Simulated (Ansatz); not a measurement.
An Ansatz (an electronic-structure program) run: MgB2 with a change (isotropic strain −1.45 %); Ansatz, r2SCAN, PAW, cutoff 500 eV, no SOC.

Input:

Ansatz 0.2 input:
```yaml
crystal:
  lattice:
    - [3.0241978515, 0, 0]
    - [-1.5120989257, 2.6190321654, 0]
    - [0, 0, 3.4608953722]
  atoms:
    - { symbol: Mg, position: [0, 0, 0] }
    - { symbol: B, position: [0.3333333333, 0.6666666667, 0.5] }
    - { symbol: B, position: [0.6666666667, 0.3333333333, 0.5] }
basis: { ecutwfc: 500, ecutrho_ratio: 4, xc_grid: 4, fft_grid_basis: typed }
kpoints: { mp_grid: { grid: [22, 22, 16] } }
hamiltonian:
  xc: r2scan
  dispersion: none
  pseudopotentials: { kind: paw }
scf: { occupations: { method: fermi_dirac, width: 0.1 }, convergence: { dr2_threshold: 0.0000000003 } }
relax: { f_tol: 0.005, max_steps: 50 }
output: { forces: true, stress: true }
checkpoint: { write: state.ck, write_every: 1000 }
```

Output (explanatory and most iteration lines left out):

```
Relaxation: its limit of steps is 50 (relax.max_steps)
Pseudopotential: Mg, paw, valence charge 10
Pseudopotential: B, paw, valence charge 3
Crystal: 3 atoms, lattice volume = 27.412 Å³
Basis set: ecut = 500 eV, 709 PW (Γ), exchange–correlation on 96×96×108 points (64 copies of the dense FFT grid, shifted against one another)
Bands: 12, of which v1, the nominal top of the filled ones, is band 8 counted from 1 (7 counted from 0)
Symmetry: 24 space group operations
Space group: P6/mmm (ITA 191), of the structure as read, at distance tolerance 3.0e-5 Å
k-points: 468 of 7744
Functional: x = r2scan, c = r2scan; τ floored in thin density (d = 2e-4 eV/Å³)
SCF iter   1: F=—  HF=-2239.975832 eV  |F-HF|=—  |Δ(HF+E_count)|=         —  Δρ=7.29e-3  dr2=4.75e-3  dr2_τ=2.49e-1  ethr=1.77e-3  ⟨swp⟩=5.1  Hψ=32499  notcnv=0
SCF iter   2: F=—  HF=-2240.042313 eV  |F-HF|=—  |Δ(HF+E_count)|=   6.65e-2  Δρ=4.11e-3  dr2=2.49e-3  dr2_τ=5.22e-5  ethr=2.97e-5  ⟨swp⟩=2.0  Hψ=14976  notcnv=0
SCF 1 converged in 8 iterations: F = -2240.043163 eV  dr2 = 4.49e-12
relax step   1: F+E_penalty+E_count = -2240.04316314 eV  Δ(F+E_penalty+E_count) = +0.000e0 eV  max|allowed force component| = 8.018e-17 eV/Å  Δτ_max = 0.0000 Å  (8 SCF iters, accepted)
Crystal: 3 atoms, lattice volume = 27.412 Å³
SCF iter   1: F=—  HF=-2240.043163 eV  |F-HF|=—  |Δ(HF+E_count)|=         —  Δρ=1.11e-7  dr2=4.49e-12  dr2_τ=7.76e-14  ethr=1.00e-12  ⟨swp⟩=1.1  Hψ=32693  notcnv=0
SCF iter   2: F=-2240.043163 eV  HF=-2240.043163 eV  |F-HF|=4.55e-13  |Δ(HF+E_count)|=  4.55e-13  Δρ=3.87e-8  dr2=2.08e-13  dr2_τ=2.46e-14  ethr=1.00e-12  ⟨swp⟩=3.0  Hψ=13086  notcnv=0
SCF 2 converged in 2 iterations: F = -2240.043163 eV  dr2 = 2.08e-13
SCF converged after 2 iterations
Free energy (F): -2240.043163 eV
Internal energy: -2240.022709 eV  (E = F + TS)
E sigma→0 (E₀):  -2240.032936 eV
Entropy (-TS):   -0.020454 eV (-6.818 meV/atom)
Fermi energy:    9.880405 eV
--- Forces (eV/Å), atoms counted from 1 ---
  atom   1  Mg     0.00000000     0.00000000     0.00000000
  atom   2  B     -0.00000000    -0.00000000     0.00000000
  atom   3  B      0.00000000     0.00000000     0.00000000
--- Stress (GPa, compression-positive) ---
        8.428393      -0.000000       0.000000
       -0.000000       8.428393       0.000000
        0.000000       0.000000       5.492093
  P = ⅓ Tr σ = 7.4496 GPa (74.496 kbar)
--- Relaxed structure (1 steps of the walk, 1 accepted, 0 SCFs on fresh bases) ---
  atoms:
    - { symbol: Mg, position: [0.0, 0.0, 0.0] }
    - { symbol: B, position: [0.33333333333333326, 0.6666666666666665, 0.4999999999999999] }
    - { symbol: B, position: [0.6666666666666666, 0.33333333333333326, 0.4999999999999999] }
```

No phonon test of stability was made. The final runs are not spin-polarised. The cell was made from MgB2 (space group P6/mmm, No. 191) by this change: isotropic strain −1.45 %.
